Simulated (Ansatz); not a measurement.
Consider PdGe in the rock salt structure (space group Fm-3m, No. 225; a = 5.2148 Å; a hypothetical phase, not in the database extracts checked).

(Cell as relaxed with PBE.)

Levels (all Ansatz, a first-principles code, PAW, earlier PAW set): PBE (420 eV, without spin-orbit coupling); r2SCAN (500 eV, without spin-orbit coupling).

Each level relaxes its own structure.

```
base                      PBE    r2SCAN
-------------------  --------  --------
volume per atom      17.73 Å³  17.25 Å³
lattice parameter a  521.5 pm  516.8 pm
band gap                 zero      zero
```

One thing is altered: every Pd is replaced by Fe; the structure is relaxed again.

| quantity | PBE | r2SCAN |
|---|---|---|
| largest site moment | 2.18 μB | ? |
| shortest interatomic distance | 247.3 pm | ? |
| magnetic state | ferromagnetic | ? |

**Question.** What does r2SCAN give?

**Answer.** 
- largest site moment, r2SCAN: 2.97 μB
- shortest interatomic distance, r2SCAN: 251.1 pm
- magnetic state, r2SCAN: ferromagnetic

PBE's largest site moment lies 0.79 μB below r2SCAN's; PBE's shortest interatomic distance lies 3.8 pm below r2SCAN's (1.5 %); the two agree on the magnetic state. Neither level is exact; r2SCAN is the comparison here, not a measurement.

The magnetic state is the one reached from the starting moments; the real material's order can differ, and small cells can't hold many antiferromagnetic ones. No phonon test of stability was made. As relaxed here, FeGe is a hypothetical phase, not in the database extracts checked. Spin-polarised in the final run: PBE FeGe and r2SCAN FeGe; the other runs are not.
